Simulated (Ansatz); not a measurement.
**Pt: response to strain**

Base system: Pt in the fcc (Cu type) structure (space group Fm-3m, No. 225; a = 3.9415 Å; relaxed with 0.1 eV smearing). Axes: x, y, z lie along the cube axes.

Strains are applied to the cell and any free atomic positions relax; under biaxial strain the out-of-plane vector relaxes too.

Level of theory: r2SCAN/PAW in Ansatz (a first-principles code), without spin-orbit coupling, earlier PAW set.

Notes on the quantities. energy relative to the base: free energy F; pressure: mean of the normal stresses, compression positive.

| variant | volume per atom | energy relative to the base | pressure |
|---|---|---|---|
| base | 15.31 Å³ | 0 meV/atom | 0.0 GPa |
| biaxial strain −2.51 %, plane normal [001], relaxed out of plane | 15.07 Å³ | ___ | 4.9 GPa |
| biaxial strain −1.74 %, plane normal [001], relaxed out of plane | 15.15 Å³ | +7.5 meV/atom | 3.2 GPa |
| biaxial strain −1.46 %, plane normal [001], relaxed out of plane | 15.17 Å³ | ___ | 2.6 GPa |
| biaxial strain −2.26 %, plane normal [110], relaxed out of plane | 15.19 Å³ | +11 meV/atom | 2.8 GPa |
| isotropic strain −2.08 % | 14.37 Å³ | +55 meV/atom | 20.2 GPa |
| isotropic strain +1.49 % | 16.00 Å³ | +24 meV/atom | -10.6 GPa |
| tensor shear ε_xy = −3.18 % | 15.29 Å³ | +15 meV/atom | 1.2 GPa |
| tensor shear ε_xy = −2.29 % | 15.30 Å³ | +7.4 meV/atom | 0.6 GPa |
| tensor shear ε_xz = −1.91 % | 15.30 Å³ | +5.1 meV/atom | 0.4 GPa |

Task: Some entries are withheld; estimate them.

Result: 
- biaxial strain −2.51 %, plane normal [001], relaxed out of plane, energy relative to the base: +16 meV/atom
- biaxial strain −1.46 %, plane normal [001], relaxed out of plane, energy relative to the base: +5.2 meV/atom

Whether these cells are dynamically stable was not tested. All final runs are without spin polarisation. Pt lies near a magnetic instability that expansion can trigger; it was not tested.
